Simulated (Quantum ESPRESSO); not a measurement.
A user runs Quantum ESPRESSO on a (101) slab of ZnS (cut from a parent of space group no. 186; 12 atoms in the cell) and asks whether the run is sound. The aim is a self-consistent single point with DFT, LDA (PZ), plane waves, GBRV 1.5 ultrasoft (LDA) pseudopotentials.

Input:

```fortran
&control
 calculation = 'scf'
 prefix = 'scf'
 outdir = './tmp'
 pseudo_dir = './'
 verbosity = 'high'
 tprnfor = .true.
 tstress = .true.
/
&system
 ibrav = 0
 celldm(1) = 7.271031180
 nat = 12
 ntyp = 2
 ecutwfc = 50
 ecutrho = 250
 occupations = 'smearing'
 smearing = 'methfessel-paxton'
 degauss = 0.0073499
/
&electrons
 conv_thr = 1.0d-10
 mixing_beta = 0.4
/
ATOMIC_SPECIES
Zn    65.3800  zn_lda_v1.uspp.F.UPF
S     32.0600  s_lda_v1.4.uspp.F.UPF
ATOMIC_POSITIONS crystal
Zn    0.796997000    0.994059000    0.329804000
Zn    0.137931000    0.312191000    0.429921000
Zn    0.406118000    0.775817000    0.449944000
Zn    0.747052000    0.093949000    0.550056000
Zn    0.015238500    0.557576000    0.570079000
Zn    0.356173000    0.875707000    0.670196000
S     0.650527000    0.286999000    0.374823000
S     0.382340000    0.823373000    0.354799000
S     0.259647500    0.068758000    0.494962000
S     0.991461000    0.605131000    0.474939000
S     0.868768500    0.850516000    0.615098000
S     0.600581500    0.386890000    0.595074000
K_POINTS automatic
1 1 1  0 0 0
CELL_PARAMETERS alat
   1.000000000     0.000000000     0.000000000
   0.500000000     1.853795186     0.000000000
   0.000000000     0.000000000     6.304292682
```

Output (repeated stretches shortened):

```
     G-vector sticks info
     --------------------
     sticks:   dense  smooth     PW     G-vecs:    dense   smooth      PW
     Sum        1957    1561    395               299959   214563   26821

     bravais-lattice index     =            0
     lattice parameter (alat)  =       7.2710  a.u.
   [... lines left out ...]
         5        Zn     tau(   5) = (  0.0152385  0.5575760  0.5700790  )
         6        Zn     tau(   6) = (  0.3561730  0.8757070  0.6701960  )
         7        S      tau(   7) = (  0.6505270  0.2869990  0.3748230  )
         8        S      tau(   8) = (  0.3823400  0.8233730  0.3547990  )
         9        S      tau(   9) = (  0.2596475  0.0687580  0.4949620  )
        10        S      tau(  10) = (  0.9914610  0.6051310  0.4749390  )
        11        S      tau(  11) = (  0.8687685  0.8505160  0.6150980  )
        12        S      tau(  12) = (  0.6005815  0.3868900  0.5950740  )

     number of k points=     1  Methfessel-Paxton smearing, width (Ry)=  0.0073
                       cart. coord. in units 2pi/alat
        k(    1) = (   0.0000000   0.0000000   0.0000000), wk =   2.0000000

     Dense  grid:   299959 G-vectors     FFT dimensions: (  40,  72, 240)

     Smooth grid:   214563 G-vectors     FFT dimensions: (  36,  64, 216)

     Initial potential from superposition of free atoms

     starting charge     155.9992, renormalised to     156.0000

     negative rho (up, down):  1.863E-04 0.000E+00
     Self-consistent Calculation

     iteration #  1     ecut=    50.00 Ry     beta= 0.40

---- Real-time Memory Report at c_bands before calling an iterative solver
           998 MiB given to the printing process from OS
           277 MiB allocation reported by mallinfo(arena+hblkhd)
------------------

     negative rho (up, down):  3.393E-04 0.000E+00

     total energy              =   -2910.93402704 Ry
     estimated scf accuracy    <       1.59194932 Ry

     iteration #  2     ecut=    50.00 Ry     beta= 0.40

   [... lines left out ...]
           357 MiB allocation reported by mallinfo(arena+hblkhd)
------------------

     negative rho (up, down):  9.559E-04 0.000E+00

     total energy              =   -2911.42484236 Ry
     estimated scf accuracy    <          1.3E-10 Ry

     iteration # 23     ecut=    50.00 Ry     beta= 0.40

---- Real-time Memory Report at c_bands before calling an iterative solver
          1206 MiB given to the printing process from OS
           357 MiB allocation reported by mallinfo(arena+hblkhd)
------------------

     negative rho (up, down):  9.561E-04 0.000E+00
     End of self-consistent calculation

     the Fermi energy is    -0.6298 ev

!    total energy              =   -2911.42484236 Ry
     estimated scf accuracy    <          5.3E-11 Ry
     smearing contrib. (-TS)   =      -0.00132327 Ry
     internal energy E=F+TS    =   -2911.42351909 Ry

     convergence has been achieved in  23 iterations

     negative rho (up, down):  9.561E-04 0.000E+00

     Forces acting on atoms (cartesian axes, Ry/au):

     atom    1 type  1   force =     0.00000138    0.01218790    0.05566913
     atom    2 type  1   force =    -0.00000021    0.00597547    0.00081218
     atom    3 type  1   force =    -0.00000165    0.03699025   -0.02219520
     atom    4 type  1   force =     0.00000307    0.04342842    0.02196184
   [... lines left out ...]
     Total force =     0.112149     Total SCF correction =     0.000041
   [... lines left out ...]

     negative rho (up, down):  9.561E-04 0.000E+00
          total   stress  (Ry/bohr**3)                   (kbar)     P=        7.31
   0.00019391   0.00000000   0.00000000           28.52        0.00        0.00
   0.00000000   0.00000129  -0.00003711            0.00        0.19       -5.46
   0.00000000  -0.00003711  -0.00004602            0.00       -5.46       -6.77

   JOB DONE.
```

Is this run sound? If not, what is wrong?

The run is not sound. The fault is a single k-point for a small metallic cell. One k-point cannot sample the Fermi surface of a small cell. To fix it, use a converged k-point mesh. The run converged in 23 iterations without an error; against the sound input the free energy rises by 994 meV/atom and the largest force goes from 2.194 to 1.465 eV/Å.

An input that runs soundly differs in these lines (not the only fix; some lines may just follow from the change or write a value another way):
```diff
-1 1 1  0 0 0
+4 4 1  0 0 0
```

With that input, the run converged in 19 iterations: free energy E − TS -39623.8838 eV; Fermi level (on the code's own zero) -0.65 eV; pressure averaged over the cell with its vacuum -2.39 GPa; largest force (vector length) 2.194 eV/Å (DFT, LDA (PZ), plane waves, GBRV 1.5 ultrasoft (LDA) pseudopotentials).

On the sound input: the starting cell comes from a database of computed structures (which also holds hypothetical and non-ambient phases and stackings), without a prior relaxation at this level. The slab is cut from that crystal, and its faces are unrelaxed. Its lattice was rescaled in the plane by a random factor within 2.5 % of one. Spin polarisation is off, though cut faces can carry moments; the slab shows no gap. The two faces of this cut differ, and no dipole correction was used. Forces in this geometry exceed 1 eV/Å. Without a gap this mesh is coarse (it stands for a supercell whose shortest in-plane vector is 15 Å).
